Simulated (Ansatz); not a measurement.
**Pressure series in CuI**

The parent structure is CuI (space group P4/nmm, No. 129; a = 4.054 Å, c = 6.350 Å; a cell from a computed database, its experimental status unchecked; layered, stacked along the Cartesian z axis).

Cell and atoms are relaxed at each pressure.

Calculations: Ansatz (a program for electronic structure), r2SCAN+rVV10, PAW, cutoff 500 eV, no SOC, earlier PAW set.

```csv
pressure (GPa),volume per atom (Å³/atom)
-1,28.218
0,26.097
0.3,25.744
0.7,25.325
1.5,24.644
3,?
5,22.704
7.5,21.792
10,21.056
```

Fit the third-order Birch–Murnaghan form P(V) = (3B₀/2)[(V₀/V)^(7/3) − (V₀/V)^(5/3)]·[1 + (3/4)(B₀′ − 4)((V₀/V)^(2/3) − 1)] (squares taken in P) to the rows shown and predict the withheld row.

Least squares on the printed values gives V₀ = 26.161 Å³/atom, B₀ = 19.6 GPa, B₀′ = 8.5; this predicts 23.647 Å³/atom, and the run gives 23.669 Å³/atom, 0.022 higher.

Load acts through the strain it causes; cell and atoms are relaxed under it. Stability against distortions was not tested. No other phases were tried under pressure. All final runs are without spin polarisation. This is not the structure that CuI has at room temperature and ambient pressure.
